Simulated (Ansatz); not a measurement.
**What biaxial strain +0.99 %, plane normal [111], relaxed out of plane does to W**

Take W in the fcc (Cu type) structure (space group Fm-3m, No. 225; a = 3.9988 Å; relaxed with 0.1 eV smearing) as the base. Axes: x, y, z lie along the cube axes.

It is then changed as follows: tensile biaxial strain of 0.99 % in the plane normal to [111], as in epitaxy on a mismatched substrate; the out-of-plane cell vector and the atoms relax.

The values are results of PBEsol (Ansatz, a first-principles code), without spin-orbit coupling, not measurements. Settings: 28×28×28 k-points, 0.1 eV Fermi–Dirac smearing.

```tsv
quantity	base	changed	shift
volume per atom	15.99 Å³	15.72 Å³	-0.27 Å³
space group	Fm-3m (No. 225)	R-3m (No. 166)	–
shortest interatomic distance	2.828 Å	2.770 Å	-0.058 Å
energy relative to the base (free energy F)	0 meV/atom	-10 meV/atom	-10 meV/atom
pressure (mean of the normal stresses, compression positive)	0.0 GPa	5.7 GPa	+5.7 GPa
band gap	zero	zero	–
out-of-plane strain	–	-3.59 %	–
ratio −ε⊥/ε∥	–	3.62	–
mean in-plane stress (compression positive)	–	+8.5 GPa	–
```

Whether these cells are dynamically stable was not tested. All final runs are without spin polarisation. Under biaxial strain +0.99 %, plane normal [111], relaxed out of plane the cell ends below the base's energy or with stress of the wrong sign: the atoms slid into a distortion or the cell is elastically unstable, so the base is not a stable minimum at this level. This is not the structure that W has at room temperature and ambient pressure.
